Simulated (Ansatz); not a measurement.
SrZrO₃ (P4mm, No. 99, 5 atoms in the cell; start mp-1068742; a measured phase of this formula has another space group) was calculated with dielectric-dependent PBEsol hybrid in Ansatz (PAW).

Run with plane-wave cutoff 460 eV, 6×6×6 k mesh, Fermi–Dirac smearing 0.01 eV, scalar-relativistic PAW data made under PBE.

Cell (relaxed with PBEsol):

```xyz
5
Lattice="4.1110 0.0000 0.0000 0.0000 4.1110 0.0000 0.0000 0.0000 4.1922" Properties=species:S:1:pos:R:3 pbc="T T T"
Sr     2.0555     2.0555     2.3224
Zr     0.0000     0.0000     0.0172
O      0.0000     0.0000     2.0204
O      2.0555     0.0000     3.9909
O      0.0000     2.0555     3.9909
```

Question: What does this level give for the band gap and smallest direct gap on the k points sampled?

Answer: 
- band gap: 5.36 eV (on the SCF k mesh)
- smallest direct gap on the k points sampled: 5.74 eV

Note: cell and atoms aren't relaxed at this level (pressure -2.3 GPa).

Spin–orbit coupling is not included.

Static lattice: no zero-point or thermal effects.

Computing time: around 6 core-minutes (rough).

A start named mp-… is a Materials Project structure, which need not be a measured phase.

Ansatz is a first-principles code.
